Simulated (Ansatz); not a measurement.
**TlCl under a change: biaxial strain −1.17 %, plane normal [111], relaxed out of plane**

Consider TlCl in the rock salt structure (space group Fm-3m, No. 225; a = 6.333 Å; a model cell, its experimental status unchecked). Axes: x, y, z lie along the cube axes.

Modification: biaxial strain −1.17 %, plane normal [111], relaxed out of plane (Cartesian); in-plane vectors clamped, the third vector and the atoms free.

Calculations: PBEsol in Ansatz (plane waves to 420 eV, PAW, no SOC). Settings: 9×9×9 k-points, 0.05 eV Fermi–Dirac smearing.

| quantity | base | changed | shift |
|---|---|---|---|
| space group | Fm-3m (No. 225) | R-3m (No. 166) | – |
| shortest interatomic distance | 5.984 bohr | 5.973 bohr | -0.011 bohr |
| energy relative to the base (free energy F) | 0 meV/atom | +0.5 meV/atom | +0.5 meV/atom |
| pressure (mean of the normal stresses, compression positive) | 0.00 GPa | 0.13 GPa | +0.13 GPa |
| band gap | 2.09 eV | 2.00 eV | -0.09 eV |
| gap character | – | indirect, T → L | – |
| hole mass | 0.37 mₑ along k, 0.43 mₑ across (at L) | 0.35 mₑ along k, 0.44 mₑ across (at L) | – |
| valley order (the lowest conduction-band minima on the path, energy above the VBM, named in the base's zone) | L along ⟨111⟩ 2.09 eV; a point along ⟨110⟩, about 0.7 Å⁻¹ from Γ 2.99 eV | L along [1-1-1] 2.00 eV; L along [111] 2.10 eV; a point along [1-10], about 0.7 Å⁻¹ from Γ 2.86 eV | – |
| out-of-plane strain | – | +1.74 % | – |
| ratio −ε⊥/ε∥ | – | 1.49 | – |
| mean in-plane stress (compression positive) | – | +0.2 GPa | – |

Spin-orbit coupling, missing from the scalar runs, can matter with Tl. Masses are band curvatures over ±0.01 Å⁻¹ around the edge. Along k means along the line from Γ to the band edge. Stability against distortions was not tested. This is not the structure that TlCl has at room temperature and ambient pressure. Labels are those of the standard path for the cell's own space group.

Ansatz is an electronic-structure program.
